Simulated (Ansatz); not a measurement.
Input and output of a self-consistent single point for KMgF3 (Pm-3m, 5 atoms in the cell) (Ansatz, a first-principles code).

Method of the run: LDA (PW92), default PAW files made with PBE (plane waves; Ansatz).

```
KMgF3
1.0
    4.00234     0.00000     0.00000
    0.00000     4.00234     0.00000
    0.00000     0.00000     4.00234
K Mg F
1 1 3
Direct
  0.50000   0.50000   0.50000
  0.00000   0.00000   0.00000
  0.00000   0.50000   0.00000
  0.50000   0.00000   0.00000
  0.00000   0.00000   0.50000
```

Reference input (self-consistent single point, DFT, PBE, plane waves, default PAW files): kpoints.mp_grid.grid = 4 4 4; hamiltonian.xc = pbe; hamiltonian.pseudopotentials = {kind: paw} (the program's default PAW files); scf.occupations.method = fermi_dirac; scf.occupations.width = 0.02 eV. This run's input differs from it in these lines:

Ansatz 0.2 input:
```diff
@@ -16,3 +16,3 @@
 hamiltonian:
-  xc: pbe
+  xc: lda
   pseudopotentials:
```

Output, abridged:

```
SCF iter   1: F=—  HF=-5787.622651 eV  |F-HF|=—  |Δ(HF+E_count)|=         —  Δρ=1.99e-2  dr2=1.77e-1  ethr=1.77e-3  ⟨swp⟩=6.4  Hψ=1235  notcnv=0
all-band conjugate gradients solve this SCF's bands
preconditioner: auto → Resta (q_TF=auto, 2.522 Å⁻¹)
SCF iter   2: F=—  HF=-5787.567235 eV  |F-HF|=—  |Δ(HF+E_count)|=   5.54e-2  Δρ=5.42e-3  dr2=5.88e-3  ethr=4.42e-4  ⟨swp⟩=2.0  Hψ=486  notcnv=0  defer=8
   [... lines left out ...]
SCF iter   6: F=—  HF=-5787.564566 eV  |F-HF|=—  |Δ(HF+E_count)|=   7.21e-6  Δρ=2.42e-5  dr2=2.24e-7  ethr=4.63e-8  ⟨swp⟩=2.0  Hψ=340  notcnv=0  defer=10
SCF iter   7: F=-5787.564566 eV  HF=-5787.564566 eV  |F-HF|=1.27e-9  |Δ(HF+E_count)|=   1.36e-8  Δρ=2.30e-6  dr2=5.50e-9  ethr=2.50e-10  ⟨swp⟩=7.8  Hψ=1057  notcnv=0
the search or the solves at the SCF's close seem to have found levels that the self-consistency loop had missed (the run counts 1) …
SCF 1 converged in 7 iterations: F = -5787.564566 eV  dr2 = 5.50e-9
Free energy (F): -5787.564566 eV
Internal energy: -5787.564566 eV  (E = F + TS)
E sigma→0 (E₀):  -5787.564566 eV
Fermi energy:    5.772706 eV
--- Forces (eV/Å), atoms counted from 1 ---
  atom   1  K      0.00000000     0.00000000     0.00000000
   [... zero for the other atoms too ...]
--- Stress (GPa, compression-positive) ---
       -5.246715      -0.000000       0.000000
       -0.000000      -5.246715       0.000000
       -0.000000      -0.000000      -5.246715
  P = ⅓ Tr σ = -5.2467 GPa (-52.467 kbar)
  The stress holds the Pulay correction. Without it, at fixed plane waves, as pw.x and ABINIT print it: P = -5.9950 GPa
```

The run converged in 7 iterations. Against the reference run the pressure goes from 2.79 to -5.25 GPa and the gap on the mesh goes from 7.241 to 6.890 eV.

The starting cell comes from a database of computed structures (which also holds hypothetical and non-ambient phases and stackings), without a prior relaxation at this level. Its lattice was rescaled by a random factor within 2.5 % of one. With a pressure of about -5 GPa the cell is away from its equilibrium volume at this level. Ansatz's pressure includes its estimate of the finite-basis (Pulay) stress. Without the estimate this run gives -6.00 GPa.
